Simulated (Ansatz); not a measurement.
An Ansatz (an electronic-structure program) input (PBE (Ansatz, PAW, no spin-orbit coupling)):

Ansatz 0.2 input:
```yaml
crystal:
  lattice:
    - [0, 1.9164274405, 1.9164274405]
    - [1.9164274405, 0, 1.9164274405]
    - [1.9164274405, 1.9164274405, 0]
  atoms:
    - { symbol: Ir, position: [0, 0, 0] }
basis: { ecutwfc: 420, ecutrho_ratio: 4, xc_grid: 2, fft_grid_basis: typed }
kpoints: { mp_grid: { grid: [29, 29, 29] } }
hamiltonian:
  xc: pbe
  dispersion: none
  pseudopotentials: { kind: paw }
scf: { occupations: { method: fermi_dirac, width: 0.1 }, convergence: { dr2_threshold: 0.0000000001 } }
relax: { f_tol: 0.005, max_steps: 50 }
output: { forces: true, stress: true }
checkpoint: { write: state.ck, write_every: 1000 }
```

### Question
Which symmetry and how many k-points will the program report, and about how many plane waves at Γ?

### Answer
Space group Fm-3m (ITA 225) with 48 operations, k-points 680 of 24389, and 283 plane waves at Γ.

### Question
And the final pressure?

### Answer
11.28 GPa (compression positive).

The cells carry an imposed strain or load. No phonon test of stability was made. The final runs are not spin-polarised. The cell was made from Ir in the fcc (Cu type) structure (space group Fm-3m, No. 225) by this change: isotropic strain −1.00 %.
